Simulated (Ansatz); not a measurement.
The reference is MgS in the rock salt structure (space group Fm-3m, No. 225).

```xyz
2
Lattice="0.0000 2.6015 2.6015 2.6015 0.0000 2.6015 2.6015 2.6015 0.0000" Properties=species:S:1:pos:R:3 pbc="T T T"
Mg     0.0000     0.0000     0.0000
S      2.6015     2.6015     2.6015
```

Cartesian axes are those of the cell as printed.

The values are results of r2SCAN/PAW in Ansatz (a program for electronic structure), scalar-relativistic without spin-orbit coupling, not measurements.

For the base:

| Quantity | Value |
|---|---|
| Pressure | 0.00 GPa |
| Electron mass | 0.53 mₑ along k, 0.31 mₑ across (at X) |
| Band gap | 3.46 eV |

The change: the cell is compressed by 3.00 % along z with no lateral relaxation; the atoms relax in the strained cell.

Q: Predict the new pressure, energy relative to the base, electron mass and band gap.

A: The pressure (mean of the normal stresses, compression positive) goes from zero to 2.76 GPa; the energy goes up by 8.5 meV/atom; the electron mass changes from 0.53 mₑ along k, 0.31 mₑ across (at X) to 0.51 mₑ along k, 0.32 mₑ across (at X); the band gap drops by 0.086 eV to 3.38 eV.

Masses are band curvatures over ±0.01 Å⁻¹ around the edge. Along k means along the line from Γ to the band edge. Stability against distortions was not tested.
